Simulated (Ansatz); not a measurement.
**SnO₂ (I4₁/amd, No. 141, 6 atoms in the cell; start mp-755071; a measured phase of this formula has another space group)**

Calculation: r²SCAN in Ansatz (plane waves, PAW).

Numerical settings: plane-wave cutoff 560 eV, 12×12×12 k mesh, Fermi–Dirac smearing 0.01 eV, scalar-relativistic PAW data made under PBE.

Cell (relaxed at this level):

```
SnO2
1.0
   -1.99951     1.99951     5.10194
    1.99951    -1.99951     5.10194
    1.99951     1.99951    -5.10194
Sn O
2 4
Direct
  0.75000   0.25000   0.50000
  0.00000   0.00000   0.00000
  0.79636   0.79636   0.00000
  0.54636   0.04636   0.50000
  0.95364   0.45364   0.50000
  0.20364   0.20364   0.00000
```

```
Property                               Value
---------------  ---------------------------
band gap         2.33 eV (on the SCF k mesh)
bulk modulus B0                      164 GPa
```

Note: the relaxation could not lower the start's symmetry, so the cell can be a saddle point above a distorted one; the bulk modulus is −V dP/dV from two relaxed cells at ±2 % in volume.

Spin–orbit coupling is not included.

The computed numbers hold no vibrational or temperature effects.

A start named mp-… is a Materials Project structure, which need not be a measured phase.

Ansatz is a program for electronic structure.
